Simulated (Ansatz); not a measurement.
Results of LDA (Ansatz, a first-principles code, plane waves, PAW) for LaGaO3 (Imma, No. 74, 10 atoms in the cell; start mp-556983; a measured phase of this formula has another space group).

Settings: plane-wave cutoff 520 eV, 8×8×8 k mesh, Fermi–Dirac smearing 0.01 eV, scalar-relativistic PAW data made under PBE.

Cell (relaxed at this level):

```
CELL_PARAMETERS angstrom
     -2.70614     3.82441     2.74088
      2.70614    -3.82441     2.74088
      2.70614     3.82441    -2.74088
ATOMIC_POSITIONS crystal
  La 0.75591 0.00591 0.75000
  La 0.24409 0.99409 0.25000
  Ga 0.00000 0.50000 0.50000
  Ga 0.50000 0.50000 0.00000
  O  0.20938 0.00000 0.70938
  O  0.79062 0.00000 0.29062
  O  0.79062 0.50000 0.79062
  O  0.20938 0.50000 0.20938
  O  0.67565 0.42565 0.25000
  O  0.32435 0.57435 0.75000
```

Q: Predict the band gap and smallest direct gap on the k points sampled.

A: 
* **band gap**: 3.68 eV
* **smallest direct gap on the k points sampled**: 3.81 eV

Spin–orbit coupling is not included.

The computed numbers hold no vibrational or temperature effects.

Computing time: around 100 core-seconds (rough).

A start named mp-… is a Materials Project structure, which need not be a measured phase.
